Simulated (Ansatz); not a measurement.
Start from a 12-atom supercell of Al in the fcc (Cu type) structure (space group Fm-3m, No. 225; a = 4.040 Å) at its relaxed geometry.

(Cell as relaxed with PBE.)

Levels (all Ansatz, a first-principles code, PAW): PBE (420 eV, no spin-orbit coupling); r2SCAN (500 eV, no spin-orbit coupling).

Each level relaxes its own structure.

The change: a neutral Cr on a Al site, atoms relaxed at fixed cell, starting from a slightly rattled geometry.

| quantity | PBE | r2SCAN |
|---|---|---|
| pressure | -3.1 GPa | ? |
| largest displacement of a host atom from its site in the perfect cell | 0.06 Å | ? |

Problem. Given the PBE results, estimate those of r2SCAN.

Solution. 
- pressure, r2SCAN: -1.7 GPa
- largest displacement of a host atom from its site in the perfect cell, r2SCAN: 0.03 Å

PBE's pressure lies 1.4 GPa below r2SCAN's. Neither level is exact; r2SCAN is the comparison here, not a measurement.

Other magnetic orders, which the real material may have, were not ruled out. In so small a cell the defect repeats every few ångströms: this is an ordered compound, not a dilute defect.
